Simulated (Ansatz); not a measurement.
Take Tl in the hcp (Mg type) structure (space group P6_3/mmc, No. 194; relaxed with 0.1 eV smearing) as the base.

```xyz
2
Lattice="3.4761 0.0000 0.0000 -1.7380 3.0104 0.0000 0.0000 0.0000 5.4715" Properties=species:S:1:pos:R:3 pbc="T T T"
Tl     1.7380     1.0035     4.1036
Tl     0.0000     2.0069     1.3679
```

Computed with PBEsol (Ansatz, an electronic-structure program; PAW; 420 eV plane waves; no spin-orbit coupling).

Strains are applied to the cell and any free atomic positions relax.

One change was made to it. Results:

The pressure (mean of the normal stresses, compression positive) goes from zero to -1.0 GPa; the energy rises by 2.8 meV/atom.

**Question.** Which of these changes matches the shifts?
A) isotropic strain −0.50 %
B) isotropic strain −2.50 %
C) isotropic strain +1.00 %
D) isotropic strain +0.50 %

**Answer.** C, isotropic strain +1.00 %. For comparison, the energy relative to the base in the other runs: isotropic strain −2.50 % gives +20 meV/atom; isotropic strain −0.50 % gives +0.7 meV/atom; isotropic strain +0.50 % gives +0.7 meV/atom.

Whether these cells are dynamically stable was not tested.
